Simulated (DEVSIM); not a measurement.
Device: Schottky contact on p-type GaAs, at 300 K.

Layer 1 from the left is GaAs, thickness (μm) 0.910, Na (cm⁻³) 2e17, τn (s) 1.3e-8, τp (s) 1.3e-8. Layer 2 from the left is GaAs, thickness (μm) 40.0, Na (cm⁻³) 2.8e18, τn (s) 1.3e-8, τp (s) 1.3e-8.

Left contact: Schottky, work function 4.694 eV, emission velocity 2.9e6 cm/s. Right contact: ohmic. Voltage is applied to the left contact. Recombination: SRH at mid-gap, Auger. Mobility is μmin + (μ − μmin)/(1 + (N/Nref)^α).

The device is made up for the run: typed textbook-type constants, with dimensions and the other settings drawn at random. Values at 300 K.

GaAs: gap (eV) 1.424, affinity (eV) 4.07, permittivity 12.9, Nc (cm⁻³) 4.7e17, Nv (cm⁻³) 9e18, μn (cm²/Vs) 8500, μp (cm²/Vs) 400, μn,min 500, μp,min 20, Nref,n 6e16, Nref,p 1.5e17, αn 0.39, αp 0.38, Cn (cm⁶/s) 1e-30, Cp (cm⁶/s) 1e-30.

Model (solved in DEVSIM): 1D drift-diffusion, Boltzmann statistics, complete ionisation; no tunnelling, impact ionisation, image-force lowering or self-heating. Metal contacts follow the ideal Schottky-Mott rule: no Fermi-level pinning, no interface dipoles.

Question: What does the simulation give for the dark forward voltage at 1 A/cm², the dark forward voltage at 100 A/cm², the potential step across the device at zero bias?

Answer: dark forward voltage at 1 A/cm² 0.409 V; dark forward voltage at 100 A/cm² 0.540 V; potential step across the device at zero bias 0.770 V.
